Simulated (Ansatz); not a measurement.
Start from WC (space group P-6m2, No. 187; a = 2.922 Å, c = 2.846 Å; relaxed with 0.1 eV smearing). Axes: x lies along a and z along c of the hexagonal cell.

Calculations: PBE, PAW, 420 eV (Ansatz, a program for electronic structure; spin-orbit coupling left out).

Before the change:

Volume per atom: 10.53 Å³

One thing is altered: biaxial strain +1.00 %, plane normal [001], relaxed out of plane (Cartesian); in-plane vectors clamped, the third vector and the atoms free.

### Question
What does the calculation give for the volume per atom after the change?

### Answer
The volume per atom increases by 0.17 Å³ (10.53 Å³ → 10.70 Å³).

No phonon test of stability was made. All final runs are without spin polarisation.
